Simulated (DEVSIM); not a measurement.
**abrupt GaAs p-n junction**

Structure: abrupt GaAs p-n junction, at 300 K.

```csv
layer (left to right),material,thickness (μm),Nd (cm⁻³),Na (cm⁻³),τn (s),τp (s)
1,GaAs,12.0,-,5.4e15,6.4e-10,6.4e-10
2,GaAs,84.0,2e16,-,6.4e-10,6.4e-11
```

Left contact: ohmic. Right contact: ohmic. Voltage is applied to the left contact. Recombination: SRH at mid-gap, Auger. Mobility is μmin + (μ − μmin)/(1 + (N/Nref)^α).

This is a model device: material constants are rounded textbook-type values typed into the input, and sizes, dopings and lifetimes were drawn at random. Values at 300 K.

```
parameter        GaAs
-------------  ------
gap (eV)        1.424
affinity (eV)    4.07
permittivity     12.9
Nc (cm⁻³)      4.7e17
Nv (cm⁻³)        9e18
μn (cm²/Vs)      8500
μp (cm²/Vs)       400
μn,min            500
μp,min             20
Nref,n           6e16
Nref,p         1.5e17
αn               0.39
αp               0.38
Cn (cm⁶/s)      1e-30
Cp (cm⁶/s)      1e-30
```

Model (solved in DEVSIM): 1D drift-diffusion, Boltzmann statistics, complete ionisation; no tunnelling, impact ionisation, image-force lowering or self-heating.

```json
{
 "potential_step_across_the_device_at_zero_bias": "1.151 V",
 "largest_field_in_the_device_at_zero_bias": "36000 V/cm",
 "Dark forward voltage at 1 A/cm²": "0.950 V",
 "Dark forward voltage at 100 A/cm²": "1.341 V"
}
```

Small-signal capacitance in reverse bias (quasi-static):

```csv
V (V),C (nF/cm²)
-0.1,18.0
-0.25,17.0
-0.5,15.6
-0.75,14.5
-1,13.6
-1.5,12.2
-2,11.2
-2.5,10.4
-3.25,9.46
-4,8.74
-5,7.99
```

Dark reverse current:

```tsv
V (V)	J (A/cm²)
-0.10	-1.3e-9
-0.25	-2.6e-9
-0.50	-4.5e-9
-0.75	-6.1e-9
-1.00	-7.7e-9
-1.50	-1.1e-8
-2.00	-1.4e-8
-2.50	-1.6e-8
-3.25	-2.0e-8
-4.00	-2.3e-8
-5.00	-2.7e-8
```
